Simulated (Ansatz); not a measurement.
The starting structures come from a database of crystals and need not be the phases stable at ambient conditions.

The decay constant κ of evanescent states in the gap governs leakage through a thin film.

```
O2Te
1.0
    4.82587     0.00000     0.00000
    0.00000     4.82587     0.00000
    0.00000     0.00000     7.65414
Te O
4 8
Direct
  0.97275   0.97275   0.00000
  0.52725   0.47275   0.75000
  0.02725   0.02725   0.50000
  0.47275   0.52725   0.25000
  0.74006   0.86051   0.18473
  0.63949   0.24006   0.93473
  0.25994   0.13949   0.68473
  0.36051   0.75994   0.43473
  0.24006   0.63949   0.06527
  0.13949   0.25994   0.31527
  0.75994   0.36051   0.56527
  0.86051   0.74006   0.81527
```

Space group of this cell: P4_32_12. The cell is taken as given; by r2SCAN its mean pressure is 0.7 GPa.

Transport runs along the normal of the first two printed cell vectors, the (001) plane of the conventional cell.

The gap is the functional's own, uncorrected, and κ follows it; spin-orbit coupling is left out. Mid-gap values are interpolated between the computed energies.

Q: Give the band gap and the smallest decay constant κ at mid-gap that r2SCAN run with Ansatz (a program for electronic structure) yields.

A: Gap 3.52 eV on a 6×6×4 mesh; κ = 0.385 1/Å, at (0.167, 0.167) of the in-plane reciprocal vectors. At the zone centre, at the nearest computed energy, the slowest state has κ = 0.40 1/Å.
